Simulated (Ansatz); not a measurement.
Here is the system:

```xyz
2
Lattice="0.0000 2.7530 2.7530 2.7530 0.0000 2.7530 2.7530 2.7530 0.0000" Properties=species:S:1:pos:R:3 pbc="T T T"
Ga     0.0000     0.0000     0.0000
P      1.3765     1.3765     1.3765
```

Level of theory: PBE, rigid bands (plane waves, PAW, scalar-relativistic; Ansatz, an electronic-structure program). Condition of this run: functional PBE, cell relaxed with it. Geometry: cell and atoms relaxed with PBE.

Task: What conductivity effective mass do dilute electrons have at 300 K?

Result: 0.21 mₑ.

Task: Predict the hole conductivity mass (n e² τ/σ) at 300 K, by direction if it differs.

Result: 0.44 mₑ.

Task: And the band gap?

Result: 1.58 eV at this level; semilocal functionals usually fall short of the measured gap.

Rigid bands, one relaxation time for all states, no polarons. Spin-orbit coupling is left out; where it splits the top of the valence band it changes the hole mass and lowers the gap by about a third of the splitting.
